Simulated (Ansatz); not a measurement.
Base system: CuAu (space group P4/mmm, No. 123; relaxed with 0.1 eV smearing).

```yaml
crystal:
  lattice:
    - [2.81285, 0.00000, 0.00000]
    - [0.00000, 2.81285, 0.00000]
    - [0.00000, 0.00000, 3.59296]
  atoms:
    - { symbol: Cu, position: [0.00000, 0.00000, 0.00000] }
    - { symbol: Au, position: [0.50000, 0.50000, 0.50000] }
```

Computed with PBEsol in Ansatz (plane waves to 420 eV, PAW, scalar-relativistic without spin-orbit coupling).

Strains are applied to the cell and any free atomic positions relax.

One change was made to it. Results:

| quantity | base | after |
|---|---|---|
| pressure (mean of the normal stresses, compression positive) | 0.0 GPa | -11.9 GPa |
| energy relative to the base (free energy F) | 0 meV/atom | +54 meV/atom |

Question: Which change produced these results?
A. isotropic strain +0.50 %
B. isotropic strain +3.00 %
C. isotropic strain −3.00 %

Answer: B, isotropic strain +3.00 %. For comparison, the energy relative to the base in the other runs: isotropic strain −3.00 % gives +70 meV/atom; isotropic strain +0.50 % gives +1.7 meV/atom.

Whether these cells are dynamically stable was not tested. The final runs are not spin-polarised.

Ansatz is a first-principles code.
